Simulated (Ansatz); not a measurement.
A user runs Ansatz (a first-principles code) on a sheet of Bi₂S₃ (5 atoms in the cell) and asks whether the run is sound. The aim is a self-consistent single point with DFT, PBE, plane waves, default PAW files.

Cell that was meant: a = 3.9408 Å, b = 3.9408 Å, c = 20.7921 Å, α = 90.00°, β = 90.00°, γ = 120.00°.

Part of the input:

Ansatz 0.2 input:
```yaml
    - { symbol: S, position: [0.00000000, 0.00000000, 0.33666600] }
    - { symbol: S, position: [0.66666700, 0.33333300, 0.50000000] }
    - { symbol: S, position: [0.33333300, 0.66666700, 0.66333400] }
basis:
  ecutwfc: 170.0
kpoints:
  mp_grid: { grid: [8, 8, 1] }
hamiltonian:
```

Output, abridged:

```
   [... lines left out ...]
Symmetry: 12 space group operations
Space group: P-3m1 (ITA 164), of the structure as read, at distance tolerance 6.5e-5 Å
k-points: 10 of 64
Initial density: superposition of atomic densities (neutral atoms: chi_scale 0, normalization atom), corrected by the library's trained network
Initial wavefunctions: pseudopotential atomic-orbital guess
Eigensolver: davidson
Functional: x = pbe(κ = 0.804, μ = 0.2195149727645171), c = pbe(β = 0.06672455060314922)
SCF iter   1: F=—  HF=-27442.497387 eV  |F-HF|=—  |Δ(HF+E_count)|=         —  Δρ=7.21e-2  dr2=8.29e0  ethr=1.77e-3  ⟨swp⟩=9.6  Hψ=1668  notcnv=0
all-band conjugate gradients solve this SCF's bands
preconditioner: auto → Resta (q_TF=auto, 2.034 Å⁻¹)
   [... lines left out ...]
SCF iter   7: F=—  HF=-27438.564309 eV  |F-HF|=—  |Δ(HF+E_count)|=   2.53e-3  Δρ=4.31e-5  dr2=1.26e-5  ethr=1.28e-7  ⟨swp⟩=2.1  Hψ=515  notcnv=0  defer=7
SCF iter   8: F=—  HF=-27438.564308 eV  |F-HF|=—  |Δ(HF+E_count)|=   7.00e-7  Δρ=1.08e-5  dr2=1.24e-6  ethr=2.63e-8  ⟨swp⟩=2.0  Hψ=334  notcnv=0  defer=7
SCF iter   9: F=-27438.564308 eV  HF=-27438.564308 eV  |F-HF|=1.40e-9  |Δ(HF+E_count)|=   3.21e-8  Δρ=1.36e-6  dr2=8.37e-9  ethr=2.08e-10  ⟨swp⟩=9.3  Hψ=1509  notcnv=0
SCF 1 converged in 9 iterations: F = -27438.564308 eV  dr2 = 8.37e-9
Free energy (F): -27438.564308 eV
Internal energy: -27438.564308 eV  (E = F + TS)
E sigma→0 (E₀):  -27438.564308 eV
Entropy (-TS):   -0.000000 eV (-0.000 meV/atom)
Fermi energy:    0.355033 eV
--- Forces (eV/Å), atoms counted from 1 ---
  atom   1  Bi     0.00000000    -0.00000000    -1.84923020
  atom   2  Bi    -0.00000000     0.00000000     1.84923020
  atom   3  S      0.00000000     0.00000000     1.27888957
  atom   4  S     -0.00000000     0.00000000     0.00000000
  atom   5  S     -0.00000000    -0.00000000    -1.27888957
--- Stress (GPa, compression-positive) ---
        0.401713      -0.000000       0.000000
        0.000000       0.401713      -0.000000
       -0.000000      -0.000000      -1.434290
  P = ⅓ Tr σ = -0.2103 GPa (-2.103 kbar)
  The stress holds the Pulay correction. Without it, at fixed plane waves, as pw.x and ABINIT print it: P = -162.1825 GPa
```

Question: Is this run sound? If not, what is wrong?

Answer: The run is not sound. The fault is a basis or grid far too coarse for these potentials. Far below the cutoff that the potentials were made for, the basis cannot represent the orbitals near the nuclei, and energies, forces and above all the stress go wrong. To fix it, restore the cutoff that the potentials need and check convergence. The run converged in 9 iterations without an error; against the sound input the free energy goes up by 12.4 eV/atom, the largest force goes from 1.608 to 1.849 eV/Å and the gap on the mesh goes from 1.267 to 1.556 eV.

An input that runs soundly differs in these lines (not the only fix; some lines may just follow from the change or write a value another way):
```diff
-basis:
-  ecutwfc: 170.0
```

With that input, the run converged in 7 iterations: free energy E − TS (on the zero of these files) -27500.7781 eV; gap on the k-point mesh 1.27 eV; pressure averaged over the cell with its vacuum 0.89 GPa; largest force (vector length) 1.608 eV/Å (DFT, PBE, plane waves, default PAW files).

On the sound input: the starting cell was generated: these elements placed on a structure prototype, without a prior relaxation; it need not be a known phase or ordering of this composition. Its lattice was rescaled in the plane by a random factor within 2.5 % of one. Spin-orbit coupling is off. Forces in this geometry exceed 1 eV/Å.
